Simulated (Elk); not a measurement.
Worked example: self-consistent single point of HfO2 (Fm-3m, 3 atoms in the cell) in Elk.

Level of theory: PBE, spin-orbit coupling in second variation, all-electron FP-LAPW, Elk's shipped species files, APW+lo basis with extra local orbitals run with Elk.

```
CELL_PARAMETERS angstrom
      0.00000     2.47255     2.47255
      2.47255     0.00000     2.47255
      2.47255     2.47255     0.00000
ATOMIC_POSITIONS crystal
  Hf 0.00000 0.00000 0.00000
  O  0.75000 0.75000 0.75000
  O  0.25000 0.25000 0.25000
```

Reference input (self-consistent single point, DFT, PBE, all-electron FP-LAPW, Elk's shipped species files, APW+lo basis with extra local orbitals): xctype = 20; rgkmax = 7.5; stype = 0; swidth = 0.0001 Ha; ngridk = 12 12 12; gmaxvr = 14 1/bohr; nxlo = 2; lorbcnd = true; rmtscf = 0.82; lmaxi = 2; maxscl = 100. This run's input differs from it in these lines:

```diff
@@ -5,2 +5,5 @@
   20
+
+spinorb
+  .true.
 
@@ -23,2 +26,5 @@
   2
+
+nempty
+  10
```

Output (repeated stretches shortened):

```
│ Self-consistent loop started │
│ Loop number : 1 │
 total energy                :     -15245.8546909
 total moment                :  -0.1014906921E-19 -0.8660537028E-20 -0.1259893621E-19
│ Loop number : 2 │
 total energy                :     -15246.2903970
 total moment                :   0.3250393099E-19 -0.5421503422E-19  0.5657456974E-21
RMS change in Kohn-Sham potential (target) :   0.8764776649     (  0.1000000000E-05)
Absolute change in total energy (target)   :   0.4357060280     (  0.1000000000E-03)
│ Loop number : 3 │
 total energy                :     -15245.8143965
   [... lines left out ...]
 total energy                :     -15248.7399166
 total moment                :  -0.4132843325E-19 -0.3442113016E-19  0.1241547957E-19
RMS change in Kohn-Sham potential (target) :   0.1141388422E-06 (  0.1000000000E-05)
Absolute change in total energy (target)   :   0.1321012187E-03 (  0.1000000000E-03)
│ Loop number : 17 │
 total energy                :     -15248.7399048
 total moment                :   0.2938970384E-19 -0.6384731167E-19  0.1573766260E-19
RMS change in Kohn-Sham potential (target) :   0.3502007179E-07 (  0.1000000000E-05)
Absolute change in total energy (target)   :   0.4481713404E-04 (  0.1000000000E-03)
Convergence targets achieved

│ Loop number : 18 │

Energies :
 Fermi                       :     0.390644621219
 xc effective B-field        :    -0.738695849436E-09
 external B-field            :      0.00000000000
 total energy                :     -15248.7399019
 (external B-field energy excluded from total)

Density of states at Fermi energy :   0.7916014931E-05
 (states/Hartree/unit cell)

Estimated indirect band gap :   0.1439175578
 from k-point     43 to k-point     43
Estimated direct band gap   :   0.1439175578
 at k-point     43

Charges :
 core                        :    50.00000000
 valence                     :    38.00000000
 interstitial                :    5.073240739
 muffin-tins (core leakage)
  species :    1 (Hf)
   atom    1                 :    69.14878814     (  0.1612133558E-04)
  species :    2 (O)
   [... lines left out ...]
  species :    2 (O)
   atom    1                 :  -0.7391411035E-21  0.3251319002E-19 -0.1408724799E-19
   atom    2                 :  -0.7391411035E-21  0.3251319002E-19 -0.1408724799E-19
 total in muffin-tins        :  -0.1456767907E-20  0.6492318127E-19 -0.2812952849E-19
 total moment                :  -0.1442190539E-20  0.6488827971E-19 -0.2810422736E-19

│ Self-consistent loop stopped │
```

The run converged in 18 iterations. The count includes the last loop, which Elk runs after its targets are met. Against the reference run the gap on the mesh goes from 3.937 to 3.916 eV.

The starting cell comes from a database of computed structures (which also holds hypothetical and non-ambient phases and stackings), without a prior relaxation at this level. Its lattice was rescaled by a random factor within 2.5 % of one. Values depend on the basis (sphere radii, cutoffs, local orbitals), which need not be converged.
